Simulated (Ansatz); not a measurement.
The parent structure is CuAu (space group P4/mmm, No. 123; a = 2.8129 Å, c = 3.5930 Å; relaxed with 0.1 eV smearing). Axes: x, y, z lie along a, b, c of the conventional cell.

All numbers come from Ansatz (an electronic-structure program) PBEsol, scalar-relativistic without spin-orbit coupling.

Modification: the cell is scaled by 0.9850 in all directions, atoms relaxed at fixed cell.

**Question.** Predict the stress tensor and what it implies for the stiffness.

**Answer.** Stress of the strained cell less that of the base (GPa, compression positive):
```
    8.9     0.0     0.0
    0.0     8.9     0.0
    0.0     0.0     8.6
```

Then B = −ΔP/(ΔV/V₀) with ΔV/V₀ = -0.0443 gives secant stiffness values (nonlinear terms included at this strain): B (at held cell shape, above the free-shape value) ≈ 198 GPa.

As a check, the harmonic strain energy −½ V₀ Δσ:ε is 18 meV/atom; the computed energy rise is 16 meV/atom.

Whether these cells are dynamically stable was not tested. The final runs are not spin-polarised.
